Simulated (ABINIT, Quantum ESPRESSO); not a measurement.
An ABINIT input for a self-consistent single point of CuZn (Pm-3m, 2 atoms in the cell) (DFT, PBE, plane waves, PAW (JTH v2.0 PBE PAW)):

```
# CuZn, JTH v2.0 PBE PAW
pp_dirpath "./"
pseudos "Zn.GGA_PBE-JTH.xml, Cu.GGA_PBE-JTH.xml"
acell 5.6555251026 5.6555251026 5.6555251026
rprim
         1.0000000000    0.0000000000    0.0000000000
         0.0000000000    1.0000000000    0.0000000000
         0.0000000000    0.0000000000    1.0000000000
natom 2
ntypat 2
znucl 30 29
typat 1 2
xred
         0.5000000000    0.5000000000    0.5000000000
         0.0000000000    0.0000000000    0.0000000000
ecut 30
pawecutdg 60
pawxcdev 0
occopt 7
tsmear 0.272 eV
nband 22
kptopt 1
ngkpt 7 7 7
nshiftk 1
shiftk 0 0 0
nstep 80
tolvrs 1.0e-10
prtwf 0
prtden 0
enunit 1
```

Question: Translate this input to Quantum ESPRESSO.

Answer: One input that does it (others would too):

```fortran
&CONTROL
    calculation = 'scf'
    prefix = 'scf'
    outdir = './work'
    pseudo_dir = './'
    tprnfor = .true.
    tstress = .true.
/
&SYSTEM
    ibrav = 0
    nat = 2
    ntyp = 2
    ecutwfc = 95
    occupations = 'smearing'
    smearing = 'gauss'
    degauss = 0.019992
/
&ELECTRONS
    conv_thr = 1e-10
/
ATOMIC_SPECIES
Zn    65.3800  Zn.upf
Cu    63.5460  Cu.upf
ATOMIC_POSITIONS {crystal}
Zn    0.5000000000    0.5000000000    0.5000000000
Cu    0.0000000000    0.0000000000    0.0000000000
K_POINTS {automatic}
7 7 7  0 0 0
CELL_PARAMETERS {angstrom}
   2.9927750000     0.0000000000     0.0000000000
   0.0000000000     2.9927750000     0.0000000000
   0.0000000000     0.0000000000     2.9927750000
```

Basis settings and potentials, where a program has them, do not carry over. This input uses DFT, PBE, plane waves, PseudoDojo standard norm-conserving (PBE) pseudopotentials. Both were run: pressure -3.67 GPa in ABINIT and -3.43 in Quantum ESPRESSO.

On ABINIT: the starting cell has typed, rounded lattice constants, without a prior relaxation at this level. Its lattice was rescaled by a random factor within 2.5 % of one. Spin polarisation is off. With a pressure of about -4 GPa the cell is away from its equilibrium volume at this level.

On Quantum ESPRESSO: the starting cell has typed, rounded lattice constants, without a prior relaxation at this level. Its lattice was rescaled by a random factor within 2.5 % of one. Spin polarisation is off. With a pressure of about -3 GPa the cell is away from its equilibrium volume at this level.
